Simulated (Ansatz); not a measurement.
AlRu: tensor shear ε_xy = +0.57 %

The reference is AlRu in the CsCl type structure (space group Pm-3m, No. 221; a = 2.9832 Å; relaxed with 0.1 eV smearing). Axes: x, y, z lie along the cube axes.

The change: a pure shear with ε_xy = ε_yx = 0.0057, atoms relaxed at fixed cell.

All numbers come from DFT with r2SCAN, PAW potentials and a 500 eV plane-wave cutoff in Ansatz (a first-principles code), scalar-relativistic without spin-orbit coupling. Γ-centred 19×19×19 mesh, Fermi–Dirac width 0.1 eV.

```json
[
 {"quantity": "volume per atom", "base": "13.27 Å³", "changed": "13.27 Å³", "shift": "0.00 Å³"},
 {"quantity": "space group", "base": "Pm-3m (No. 221)", "changed": "Cmmm (No. 65)", "shift": "–"},
 {"quantity": "shortest interatomic distance", "base": "2.583 Å", "changed": "2.574 Å", "shift": "-0.0098 Å"},
 {"quantity": "energy relative to the base (free energy F)", "base": "0 meV/atom", "changed": "+0.7 meV/atom", "shift": "+0.7 meV/atom"},
 {"quantity": "pressure (mean of the normal stresses, compression positive)", "base": "0.0 GPa", "changed": "0.0 GPa", "shift": "0.0 GPa"},
 {"quantity": "band gap", "base": "zero", "changed": "zero", "shift": "–"},
 {"quantity": "stress (xx, yy, zz, yz, xz, xy; compression positive)", "base": "–", "changed": "(0.0, 0.0, 0.0, 0.0, 0.0, -1.6) GPa", "shift": "–"}
]
```

Final structure:

```xyz
2
Lattice="2.9832 0.0170 0.0000 0.0170 2.9832 0.0000 0.0000 0.0000 2.9832" Properties=species:S:1:pos:R:3 pbc="T T T"
Al     1.5001     1.5001     1.4916
Ru     0.0000     0.0000     0.0000
```

Cost of the whole job for the changed cell (relaxation, final SCF and bands): about 80 core-seconds (a rough figure).

The cells carry an imposed strain or load. No phonon test of stability was made. The final runs are not spin-polarised.
